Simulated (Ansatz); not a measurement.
Base system: CaO in the NiAs type structure (space group P6_3/mmc, No. 194; a = 3.3006 Å, c = 5.7879 Å; a model cell, its experimental status unchecked). Axes: x lies along a and z along c of the hexagonal cell.

Computed with Ansatz (a quantum-chemistry and plane-wave program), PBEsol, PAW, cutoff 420 eV, spin-orbit coupling left out.

For the base:

```
Item                                 Result
---------------------  --------------------
Band gap                            3.77 eV
Pressure                           0.00 GPa
Valence-band top at Γ  0.00, 0.00, -0.25 eV
```

Now apply this change: the cell is compressed by 0.62 % along z with no lateral relaxation; the atoms relax in the strained cell.

Problem. Predict the new band gap, pressure, energy relative to the base and valence-band top at Γ.

Solution. The band gap rises by 0.04 eV, from 3.77 eV to 3.81 eV; the pressure (mean of the normal stresses, compression positive) goes from zero to 0.74 GPa; the energy rises by 0.5 meV/atom; the valence-band top at Γ (three highest levels, from the VBM) goes from 0.00, 0.00, -0.25 eV to 0.00, 0.00, -0.22 eV.

Whether these cells are dynamically stable was not tested. This is not the structure that CaO has at room temperature and ambient pressure.
